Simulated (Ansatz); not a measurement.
Start from BN (space group P6_3/mmc, No. 194; layered, stacked along the Cartesian z axis).

```
BN
1.0
    2.50046     0.00000     0.00000
   -1.25023     2.16546     0.00000
    0.00000     0.00000     6.41169
B N
2 2
Direct
  0.66667   0.33333   0.25000
  0.33333   0.66667   0.75000
  0.33333   0.66667   0.25000
  0.66667   0.33333   0.75000
```

Cartesian axes are those of the cell as printed.

Calculations: plane-wave PAW DFT at the PBEsol-D3(BJ) level (Ansatz, a first-principles code, 420 eV), without spin-orbit coupling.

Before the change:

Shortest interatomic distance: 1.444 Å

The change: compressive biaxial strain of 1.20 % in the plane normal to [001], as in epitaxy on a mismatched substrate; the out-of-plane cell vector and the atoms relax.

### Question
What happens to the in-plane stress, ratio −ε⊥/ε∥ and shortest interatomic distance?

### Answer
The mean in-plane stress (compression positive) comes out as +14.3 GPa; the ratio −ε⊥/ε∥ comes out as 0.05; the shortest interatomic distance shrinks by 0.0173 Å (1.444 Å → 1.426 Å).

No phonon test of stability was made.
